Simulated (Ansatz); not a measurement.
An Ansatz (an electronic-structure program) input (PBE (Ansatz), no SOC):

Ansatz 0.2 input:
```yaml
crystal:
  lattice:
    - [0, 3.2593781686, 3.2593781686]
    - [3.2593781686, 0, 3.2593781686]
    - [3.2593781686, 3.2593781686, 0]
  atoms:
    - { symbol: Cd, position: [0, 0, 0] }
    - { symbol: Te, position: [0.25, 0.25, 0.25] }
basis: { ecutwfc: 420, ecutrho_ratio: 4, xc_grid: 2, fft_grid_basis: typed }
kpoints: { mp_grid: { grid: [9, 9, 9] } }
hamiltonian:
  xc: pbe
  dispersion: none
  pseudopotentials: { kind: paw }
scf: { occupations: { method: fermi_dirac, width: 0.05 }, convergence: { dr2_threshold: 0.0000000002 } }
relax: { f_tol: 0.005, max_steps: 50 }
output: { forces: true, stress: true }
checkpoint: { write: state.ck, write_every: 1000 }
```

Question: Which symmetry and how many k-points will the program report, and about how many plane waves at Γ?

Answer: Space group F-43m (ITA 216) with 24 operations, k-points 35 of 729, and 1363 plane waves at Γ.

Question: And the final pressure?

Answer: 1.78 GPa (compression positive).

The cells carry an imposed strain or load. Stability against distortions was not tested. The cell was made from CdTe in the zinc blende structure (space group F-43m, No. 216) by this change: isotropic strain −1.50 %.
